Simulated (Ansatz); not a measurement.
# Worked example: self-consistent single point of LiAu3 (Pm-3m, 4 atoms in the cell) in Ansatz

Level of theory: LDA (PW92), default PAW files made with PBE (plane waves; Ansatz, a quantum-chemistry and plane-wave program).

This input was run:

Ansatz 0.2 input:
```yaml
crystal:
  lattice:
    - [4.008188, 0.000000, 0.000000]
    - [0.000000, 4.008188, 0.000000]
    - [0.000000, 0.000000, 4.008188]
  atoms:
    - { symbol: Li, position: [0.000000, 0.000000, 0.000000] }
    - { symbol: Au, position: [0.500000, 0.500000, 0.000000] }
    - { symbol: Au, position: [0.000000, 0.500000, 0.500000] }
    - { symbol: Au, position: [0.500000, 0.000000, 0.500000] }
basis:
  ecutwfc: 420.0 eV
kpoints:
  mp_grid: { grid: [8, 8, 8] }
hamiltonian:
  xc: lda
  pseudopotentials: { kind: paw }
scf:
  occupations: { method: fermi_dirac, width: 0.1 eV }
output:
  forces: true
  eigenvalues: true
  stress: true
```

Log, with long lists cut:

```
WARN ansatz: RAYON_NUM_THREADS=1 ignored (pool sized by the plan → 1); use --threads N
Pseudopotentials: kind: paw
Pseudopotential: Li, paw, valence charge 3
Pseudopotential: Au, paw, valence charge 19
Crystal: 4 atoms, lattice volume = 64.394 Å³
Basis set: ecut = 420 eV, 1237 PW (Γ)
Bands: 36, of which v1, the nominal top of the filled ones, is band 30 counted from 1 (29 counted from 0)
Symmetry: 48 space group operations
Space group: Pm-3m (ITA 221), of the structure as read, at distance tolerance 4.0e-5 Å
k-points: 35 of 512
PAW frozen core: Au, regenerated for the run's functional, and the local potential with it
Initial density: superposition of atomic densities (neutral atoms: chi_scale 0, normalization atom), corrected by the library's trained network
Initial wavefunctions: pseudopotential atomic-orbital guess
Eigensolver: davidson
Functional: x = slater, c = lda
SCF iter   1: F=—  HF=-38798.013892 eV  |F-HF|=—  |Δ(HF+E_count)|=         —  Δρ=7.80e-3  dr2=2.75e-2  ethr=1.77e-3  ⟨swp⟩=5.9  Hψ=4327  notcnv=0
all-band conjugate gradients solve this SCF's bands
preconditioner: auto → Kerker (q_TF=auto, 2.696 Å⁻¹)
SCF iter   2: F=—  HF=-38798.005084 eV  |F-HF|=—  |Δ(HF+E_count)|=   8.81e-3  Δρ=3.52e-3  dr2=4.34e-3  ethr=4.58e-5  ⟨swp⟩=2.6  Hψ=2192  notcnv=0  defer=2
SCF iter   3: F=—  HF=-38798.002716 eV  |F-HF|=—  |Δ(HF+E_count)|=   2.37e-3  Δρ=6.33e-4  dr2=1.24e-4  ethr=7.23e-6  ⟨swp⟩=2.0  Hψ=1682  notcnv=0  defer=2
SCF iter   4: F=—  HF=-38798.002688 eV  |F-HF|=—  |Δ(HF+E_count)|=   2.76e-5  Δρ=1.28e-4  dr2=1.10e-5  ethr=2.07e-7  ⟨swp⟩=2.4  Hψ=2117  notcnv=0  defer=2
SCF iter   5: F=—  HF=-38798.002684 eV  |F-HF|=—  |Δ(HF+E_count)|=   4.58e-6  Δρ=3.63e-5  dr2=1.23e-6  ethr=1.84e-8  ⟨swp⟩=2.6  Hψ=2147  notcnv=0  defer=2
SCF iter   6: F=-38798.002683 eV  HF=-38798.002683 eV  |F-HF|=3.65e-8  |Δ(HF+E_count)|=   2.99e-7  Δρ=1.05e-5  dr2=6.38e-8  ethr=1.67e-10  ⟨swp⟩=4.5  Hψ=5167  notcnv=0
SCF 1 converged in 6 iterations: F = -38798.002683 eV  dr2 = 6.38e-8
SCF converged after 6 iterations
Free energy (F): -38798.002683 eV
Harris-Foulkes:  -38798.002683 eV  (|F-HF|=3.65e-8)
Internal energy: -38797.962406 eV  (E = F + TS)
E sigma→0 (E₀):  -38797.982545 eV
Entropy (-TS):   -0.040278 eV (-10.069 meV/atom)
Fermi energy:    16.560383 eV
--- Per-component energies (eV) ---
  E_band       = -906.583818
  E_kinetic    = 1836.496121
  E_local      = -6350.611699  (includes V_loc(G=0)·N_el)
  E_nonlocal   = 208.043069
  E_hartree    = 2675.310075
  E_xc         = -691.609443
  E_vxc        = -839.991271  (∫ρ·V_xc dr)
  E_paw        = -28287.401873  (= ΣΔE_a)
  E_vpaw       = -1111.160755  (= ΣTr[D̂ρ^β])
  E_aug_tail   = 0.003833  (compensation charges beyond the density's cutoff)
  E_ewald      = -8189.760642
  E_core_change = 1.568153  (= ΣΔE_core)
  E_smearing   = -0.040278  (= −TS)
  E_closure    = 0.000000  (closes the sum)
  Σ components = -38798.002683   (vs F -38798.002683, Δ=0.00e0)
--- Forces (eV/Å), atoms counted from 1 ---
  atom   1  Li    -0.00000000     0.00000000     0.00000000
   [... zero for the other atoms too ...]
  max |Σ_I F_I| component: 1.73e-28 eV/Å
--- Stress (GPa, compression-positive) ---
       -5.881647       0.000000       0.000000
       -0.000000      -5.881647      -0.000000
        0.000000      -0.000000      -5.881647
  P = ⅓ Tr σ = -5.8816 GPa (-58.816 kbar)
  The stress holds the Pulay correction. Without it, at fixed plane waves, as pw.x and ABINIT print it: P = -5.9154 GPa
--- Band table (eV; the first three rows and the last of 35) ---
  k-point 0: bands = ["-89.2590", "-89.2433", "-89.2433", "-40.6639", "-40.6639", "-40.6639", "-40.5333", "-40.5333", "-40.5333", "-40.4790", "-40.4790", "-40.4790", "-28.1661", "7.2737", "9.6558", "10.1584", "10.1584", "10.1584", "10.4761", [...]
  k-point 1: bands = ["-89.2584", "-89.2439", "-89.2433", "-40.6602", "-40.6602", "-40.6573", "-40.5343", "-40.5343", "-40.5335", "-40.4861", "-40.4818", "-40.4818", "-28.1660", "7.4424", "9.7562", "10.1942", "10.2506", "10.2506", "10.4850", [...]
  k-point 2: bands = ["-89.2570", "-89.2453", "-89.2433", "-40.6503", "-40.6503", "-40.6385", "-40.5376", "-40.5376", "-40.5340", "-40.5063", "-40.4886", "-40.4886", "-28.1658", "7.9147", "10.0135", "10.2868", "10.5206", "10.5206", "10.5410", [...]
  k-point 34: bands = ["-89.2485", "-89.2485", "-89.2485", "-40.7401", "-40.6235", "-40.6235", "-40.6235", "-40.5088", "-40.5088", "-40.4700", "-40.4700", "-40.4700", "-28.1653", "9.6364", "9.6364", "9.6364", "10.2280", "11.6400", "11.6400", [...]
```

The run converged in 6 iterations.

The starting cell comes from a database of computed structures (which also holds hypothetical and non-ambient phases and stackings), without a prior relaxation at this level. Its lattice was rescaled by up to half a per cent. Spin-orbit coupling is off. With a pressure of about -6 GPa the cell is away from its equilibrium volume at this level. Ansatz's pressure includes its estimate of the finite-basis (Pulay) stress.
